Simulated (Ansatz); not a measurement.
Take CdGeAs2 in the chalcopyrite structure (space group I-42d, No. 122; a = 5.942 Å, c = 11.312 Å) as the base. Axes: x, y, z lie along a, b, c of the conventional cell.

The values are results of PBEsol in Ansatz (plane waves to 420 eV, PAW, scalar-relativistic without spin-orbit coupling), not measurements.

For the base:

The pressure is 0.00 GPa.

It is then changed as follows: the cell is stretched by 1.50 % along x with no lateral relaxation; the atoms relax in the strained cell.

Task: What does the calculation give for the pressure after the change?

Result: The pressure (mean of the normal stresses, compression positive) goes from zero to -0.89 GPa.

Whether these cells are dynamically stable was not tested.

Ansatz is an electronic-structure program.
